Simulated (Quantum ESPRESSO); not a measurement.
Short convergence ladders for Lu2SeO2 (P3m1, 5 atoms in the cell)

```xyz
5
Lattice="3.7272 0.0000 0.0000 -1.8636 3.2279 0.0000 0.0000 0.0000 6.6668" Properties=species:S:1:pos:R:3 pbc="T T T"
Lu     0.0000     2.1519     2.0047
Lu     1.8636     1.0760     4.7121
Se     0.0000     0.0000     0.0000
O      0.0000     2.1519     4.1674
O      1.8636     1.0760     2.4994
```

Base method: PBEsol, PSlibrary PAW (PBE) pseudopotentials (plane waves; Quantum ESPRESSO 7.5).

Base settings: ecutwfc = 55 Ry; ecutrho = 440 Ry; occupations = smearing; smearing = fermi-dirac; degauss = 0.00147 Ry; input_dft = pbesol; K_POINTS = automatic 3 3 2 0 0 0; conv_thr = 1e-10 Ry; mixing_beta = 0.5.

The count of work is k-points × plane waves × bands × iterations; it is no time. Core times come from one kind of shared machine, to one figure; runs under 30 s give none.

**The plane-wave cutoff**

Moved along: ecutrho.

The second cell is the first with its lattice scaled by 0.98.

The mesh stays at the base's, so the ladder's end is converged at best in this setting alone.

Only quantities that move along the ladder and can be compared are tabulated; the gap is left out on so coarse a mesh.

| ecutwfc | free energy less the last step's (meV/atom) | energy of the compressed cell less the first (meV/atom) | pressure (GPa) | largest difference of a force vector from the last step's (eV/Å) | count of work / last |
|---|---|---|---|---|---|
| 19 Ry | 5372.72 | 79.55 | -143.41 | 0.519 | 0.052 |
| 25 Ry | 1420.38 | -17.25 | -59.28 | 0.222 | 0.084 |
| 30 Ry | 407.62 | 12.72 | -25.81 | 0.029 | 0.11 |
| 38 Ry | 51.59 | -6.06 | -8.01 | 0.008 | 0.16 |
| 55 Ry | 13.65 | -5.11 | -4.97 | 0.001 | 0.27 |
| 132 Ry | 0.00 | -5.13 | -4.78 | 0.000 | 1.0 |

Coarsest ecutwfc that holds the pressure within 0.5 GPa of the last step, with all finer ones: 55 Ry, at 0.27 of the last step's count of work; the step before is off by 3.2 GPa.

Coarsest ecutwfc that holds the energy of the compressed cell less the first within 0.2 meV/atom of the last step, with all finer ones: 55 Ry, at 0.27 of the last step's count of work; the step before is off by 0.93 meV/atom.

Coarsest ecutwfc that holds the free energy within 5 meV/atom: not settled: the last two steps still differ by 14 meV/atom, over half the tolerance, so the ladder does not show it.

At the lowest cutoff the pressure lies 139 GPa under the last step's, the usual sign of Pulay stress in an incomplete plane-wave basis.

**The cutoff for other potential files**

Level: DFT, PBEsol, plane waves, SSSP 1.1.2 efficiency (PBE) pseudopotentials.

In this ladder: pseudopotentials = {Lu: Lu.GGA-PBE-paw-v1.0.UPF, Se: Se_pbe_v1.uspp.F.UPF, O: O.pbe-n-kjpaw_psl.0.1.UPF}. Moved along: ecutrho.

The mesh stays at the base's, so the ladder's end is converged at best in this setting alone.

Only quantities that move along the ladder and can be compared are tabulated; the gap is left out on so coarse a mesh.

| ecutwfc | free energy less the last step's (meV/atom) | pressure (GPa) | largest difference of a force vector from the last step's (eV/Å) | count of work / last | core time / last (rough) |
|---|---|---|---|---|---|
| 25 Ry | 1258.72 | -44.53 | 0.190 | 0.10 | 0.1 |
| 38 Ry | 61.49 | -3.18 | 0.004 | 0.20 | 0.2 |
| 55 Ry | 11.69 | 0.59 | 0.001 | 0.33 | 0.4 |
| 82 Ry | 0.98 | 0.76 | 0.000 | 0.64 | 0.7 |
| 110 Ry | 0.00 | 0.79 | 0.000 | 1.0 | 1 |

Coarsest ecutwfc that holds the free energy within 5 meV/atom of the last step, with all finer ones: 82 Ry; the step before is off by 12 meV/atom.

Coarsest ecutwfc that holds the pressure within 1 GPa of the last step, with all finer ones: 55 Ry, at 0.33 of the last step's count of work and about 0.4 of the last step's time; the step before is off by 4.0 GPa.

Coarsest ecutwfc that holds the forces within 0.01 eV/Å of the last step, with all finer ones: 38 Ry, at 0.20 of the last step's count of work and about 0.2 of the last step's time; the step before is off by 0.19 eV/Å.

At the lowest cutoff the pressure lies 45.3 GPa under the last step's, the usual sign of Pulay stress in an incomplete plane-wave basis.

**The density cutoff**

The second cell is the first with its lattice scaled by 0.98.

The mesh stays at the base's, so the ladder's end is converged at best in this setting alone.

Only quantities that move along the ladder and can be compared are tabulated; the gap is left out on so coarse a mesh.

```csv
ecutrho,free energy less the last step's (meV/atom),energy of the compressed cell less the first (meV/atom),pressure (GPa),largest difference of a force vector from the last step's (eV/Å)
110 Ry,-8.05,-3.75,-4.46,0.017
220 Ry,-0.08,-5.11,-4.96,0.000
330 Ry,-0.01,-5.11,-4.97,0.000
440 Ry,-0.01,-5.11,-4.97,0.000
880 Ry,0.00,-5.12,-4.97,0.000
```

Coarsest ecutrho that holds the energy of the compressed cell less the first within 0.5 meV/atom of the last step, with all finer ones: 220 Ry; the step before is off by 1.4 meV/atom.

Coarsest ecutrho that holds the free energy within 5 meV/atom of the last step, with all finer ones: 220 Ry; the step before is off by 8.0 meV/atom.

Coarsest ecutrho that holds the pressure within 0.05 GPa of the last step, with all finer ones: 220 Ry; the step before is off by 0.52 GPa.

On the base run: the starting cell comes from a database of computed structures (which also holds hypothetical and non-ambient phases and stackings), without a prior relaxation at this level. Its lattice was rescaled by up to half a per cent. One atom was moved a little off its site on purpose. In the base run, with a pressure of about -5 GPa the cell is away from its equilibrium volume at this level.
